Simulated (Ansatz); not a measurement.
This Ansatz (a program for electronic structure) input is the reference run, ZnSe in the zinc blende structure (space group F-43m, No. 216), computed with LDA/PAW in Ansatz, no spin-orbit coupling:

Ansatz 0.2 input:
```yaml
crystal:
  lattice:
    - [0, 2.7837528999, 2.7837528999]
    - [2.7837528999, 0, 2.7837528999]
    - [2.7837528999, 2.7837528999, 0]
  atoms:
    - { symbol: Zn, position: [0, 0, 0] }
    - { symbol: Se, position: [0.25, 0.25, 0.25] }
basis: { ecutwfc: 420, ecutrho_ratio: 4, xc_grid: 2, fft_grid_basis: typed }
kpoints: { mp_grid: { grid: [10, 10, 10] } }
hamiltonian:
  xc: lda
  dispersion: none
  pseudopotentials: { kind: paw }
scf: { occupations: { method: fermi_dirac, width: 0.05 }, convergence: { dr2_threshold: 0.0000000002 } }
output: { forces: true, stress: true }
checkpoint: { write: state.ck, write_every: 1000 }
```

Write the input for this change: biaxial strain +0.42 %, plane normal [111], relaxed out of plane (Cartesian); in-plane vectors clamped, the third vector and the atoms free.


Ansatz 0.2 input:
```yaml
crystal:
  lattice:
    - [3.953355754, 0, 0]
    - [1.976677877, 3.4237065131, 0]
    - [1.976677877, -1.1412355044, 3.2076507302]
  atoms:
    - { symbol: Zn, position: [0, 0, 0] }
    - { symbol: Se, position: [0.5, 0.25, 0.75] }
basis: { ecutwfc: 420, ecutrho_ratio: 4, xc_grid: 2, fft_grid_basis: typed }
kpoints: { mp_grid: { grid: [10, 10, 10] } }
hamiltonian:
  xc: lda
  dispersion: none
  pseudopotentials: { kind: paw }
scf: { occupations: { method: fermi_dirac, width: 0.05 } }
relax: { f_tol: 0.005, max_steps: 50, cell: { stress_tol: 0.01, fix: [a, b, gamma] } }
output: { forces: true, stress: true }
checkpoint: { write: state.ck, write_every: 1000 }
```
This is the input that was run; other choices of cell and start would serve too.

Whether these cells are dynamically stable was not tested.
